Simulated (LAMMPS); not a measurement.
System: a melt made from CoAl (CsCl type), 4394 atoms, at 2380 K and 0 GPa, brought to that temperature within a few picoseconds.

Computed with classical MD, pair style eam/alloy, file CoAl.eam.alloy; code LAMMPS.

```
angle (°)  probability per degree, Al-Al-Co  probability per degree, Co-Al-Co  probability per degree, Al-Al-Al
---------  --------------------------------  --------------------------------  --------------------------------
25.50                                0.0000                            0.0000                            0.0000
28.50                                0.0001                            0.0000                            0.0000
31.50                                0.0005                            0.0001                            0.0000
34.50                                0.0017                            0.0003                            0.0000
37.50                                0.0040                            0.0011                            0.0004
40.50                                0.0075                            0.0034                            0.0019
43.50                                0.0103                            0.0057                            0.0045
46.50                                0.0121                            0.0084                            0.0072
49.50                                0.0126                            0.0102                            0.0094
52.50                                0.0123                            0.0115                            0.0101
55.50                                0.0112                            0.0120                            0.0102
58.50                                0.0100                            0.0118                            0.0100
61.50                                0.0088                            0.0112                            0.0099
64.50                                0.0078                            0.0099                            0.0094
67.50                                0.0071                            0.0093                            0.0090
70.50                                0.0067                            0.0085                            0.0088
73.50                                0.0067                            0.0081                            0.0088
76.50                                0.0067                            0.0080                            0.0090
79.50                                0.0071                            0.0076                            0.0093
82.50                                0.0073                            0.0080                            0.0094
85.50                                0.0077                            0.0079                            0.0098
88.50                                0.0083                            0.0085                            0.0101
91.50                                0.0090                            0.0089                            0.0102
94.50                                0.0091                            0.0088                            0.0100
97.50                                0.0095                            0.0092                            0.0103
100.5                                0.0094                            0.0097                            0.0098
103.5                                0.0098                            0.0099                            0.0095
106.5                                0.0095                            0.0094                            0.0096
109.5                                0.0091                            0.0095                            0.0092
112.5                                0.0089                            0.0088                            0.0089
115.5                                0.0084                            0.0090                            0.0084
118.5                                0.0081                            0.0083                            0.0082
121.5                                0.0077                            0.0082                            0.0080
124.5                                0.0076                            0.0079                            0.0079
127.5                                0.0070                            0.0075                            0.0075
130.5                                0.0068                            0.0070                            0.0072
133.5                                0.0064                            0.0067                            0.0069
136.5                                0.0060                            0.0064                            0.0065
139.5                                0.0058                            0.0060                            0.0061
142.5                                0.0055                            0.0056                            0.0059
145.5                                0.0050                            0.0053                            0.0056
148.5                                0.0047                            0.0050                            0.0052
151.5                                0.0043                            0.0044                            0.0048
154.5                                0.0038                            0.0042                            0.0042
157.5                                0.0034                            0.0038                            0.0036
160.5                                0.0030                            0.0032                            0.0032
163.5                                0.0025                            0.0027                            0.0028
166.5                                0.0022                            0.0023                            0.0023
169.5                                0.0017                            0.0018                            0.0017
172.5                                0.0012                            0.0013                            0.0013
175.5                                0.0007                            0.0008                            0.0008
178.5                                0.0003                            0.0002                            0.0002
```

The data show:
- state found: liquid
- most common Al-Al-Co angle: in the 3° bin centred on 49.5° (mean of all 94°)
- most common Co-Al-Co angle: in the 3° bin centred on 55.5° (mean of all 96°)
